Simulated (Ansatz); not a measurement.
Results of r²SCAN-D4 in Ansatz (PAW) for cubic perovskite CsSnI3 (cubic high-temperature phase).

The run printed, among other lines:

```
Crystal: 5 atoms, lattice volume = 227.950 Å³
Basis set: ecut = 560 eV, 6859 PW (Γ), exchange–correlation on 144×144×144 points (27 copies of the dense FFT grid, shifted against one another)
Bands: 45, of which v1, the nominal top of the filled ones, is band 37 counted from 1 (36 counted from 0)
Symmetry: 48 space group operations
Space group: Pm-3m (ITA 221), of the structure as read, at distance tolerance 6.1e-5 Å
k-points: 20 of 216
Functional: x = r2scan, c = r2scan; τ floored in thin density (d = 2e-4 eV/Å³)
SCF iter   1: F=—  HF=-34314.289043 eV  |F-HF|=—  |Δ(HF+E_count)|=         —  Δρ=2.74e-3  dr2=1.62e-2  dr2_τ=2.20e-3
SCF iter   2: F=—  HF=-34314.310018 eV  |F-HF|=—  |Δ(HF+E_count)|=   2.10e-2  Δρ=1.34e-3  dr2=5.18e-3  dr2_τ=1.11e-4
  ...
SCF iter   7: F=—  HF=-34314.309693 eV  |F-HF|=—  |Δ(HF+E_count)|=   4.88e-8  Δρ=8.44e-7  dr2=2.07e-9  dr2_τ=4.95e-11
SCF iter   8: F=-34314.309693 eV  HF=-34314.309693 eV  |F-HF|=6.55e-11  |Δ(HF+E_count)|=   1.38e-9  Δρ=2.69e-7  dr2=2.59e-10  dr2_τ=8.50e-12
SCF 1 converged in 8 iterations: F = -34314.309693 eV  dr2 = 2.59e-10
SCF converged after 8 iterations
Free energy (F): -34314.309693 eV
Internal energy: -34314.309693 eV  (E = F + TS)
E sigma→0 (E₀):  -34314.309693 eV
Fermi energy:    6.121520 eV
--- Forces (eV/Å), atoms counted from 1 ---
  atom   1  Cs    -0.00000000    -0.00000000    -0.00000000
  atom   2  Sn     0.00000000     0.00000000     0.00000000
  atom   3  I     -0.00000000    -0.00000000     0.00000000
  atom   4  I      0.00000000    -0.00000000     0.00000000
  atom   5  I     -0.00000000     0.00000000    -0.00000000
--- Stress (GPa, compression-positive) ---
        0.817525       0.000000       0.000000
        0.000000       0.817525       0.000000
        0.000000       0.000000       0.817525
  P = ⅓ Tr σ = 0.8175 GPa (8.175 kbar)
```

Question: Write an input file that could have produced this run (the log leaves some choices open).

Answer: This is not unique; one that fits is 
Ansatz 0.2 input:
```yaml
crystal:
  lattice:
    - [6.1086673569, 0.0, 0.0]
    - [0.0, 6.1086673569, 0.0]
    - [0.0, 0.0, 6.1086673569]
  atoms:
    - { symbol: Cs, position: [0.0, 0.0, 0.0] }
    - { symbol: Sn, position: [0.5, 0.5, 0.5] }
    - { symbol: I, position: [0.5, 0.0, 0.5] }
    - { symbol: I, position: [0.0, 0.5, 0.5] }
    - { symbol: I, position: [0.5, 0.5, 0.0] }
basis:
  ecutwfc: 560
  ecutrho_ratio: 4
  xc_grid: 3
kpoints:
  mp_grid: { grid: [6, 6, 6] }
hamiltonian:
  xc: r2scan
  dispersion: d4
  pseudopotentials: { kind: paw }
scf:
  occupations: { method: fermi_dirac, width: 0.01 }
  convergence: { dr2_threshold: 0.0000000005 }
output:
  forces: true
  stress: true
  eigenvalues: true
```

The cell is one volume of an energy–volume scan, off the minimum.

The PAW data were made under PBE.

Note: held by symmetry at 0 K, a high-temperature phase can be a saddle point.

Ansatz is a quantum-chemistry and plane-wave program.
